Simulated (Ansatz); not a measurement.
**Response to strain and stress in AlN**

Take AlN (space group P6_3/mmc, No. 194; a = 3.302 Å, c = 4.141 Å; a cell from a computed database, its experimental status unchecked) as the base. Axes: x lies along a and z along c of the hexagonal cell.

Strains are applied to the cell and any free atomic positions relax; under biaxial strain the out-of-plane vector relaxes too; under stress the whole cell relaxes.

The values are results of plane-wave PAW DFT at the PBEsol level (Ansatz, a program for electronic structure, 420 eV), no spin-orbit coupling, not measurements.

Candidates:
(a) uniaxial stress, 0.5 GPa compression along z
(b) uniaxial strain ε_zz = −1.96 %
(c) biaxial strain −2.03 %, plane normal [001], relaxed out of plane
(d) uniaxial strain ε_xx = +0.91 %
(e) uniaxial strain ε_xx = +1.45 %

For the base:

| Property | Value |
|---|---|
| Band gap | 3.32 eV |

**Question.** Order them by band gap, lowest first.

**Answer.** (e) uniaxial strain ε_xx = +1.45 % (3.24 eV), (d) uniaxial strain ε_xx = +0.91 % (3.27 eV), (a) uniaxial stress, 0.5 GPa compression along z (3.34 eV), (c) biaxial strain −2.03 %, plane normal [001], relaxed out of plane (3.40 eV), (b) uniaxial strain ε_zz = −1.96 % (3.51 eV)

Beyond what the load breaks, stability against distortions was not tested. This is not the structure that AlN has at room temperature and ambient pressure.
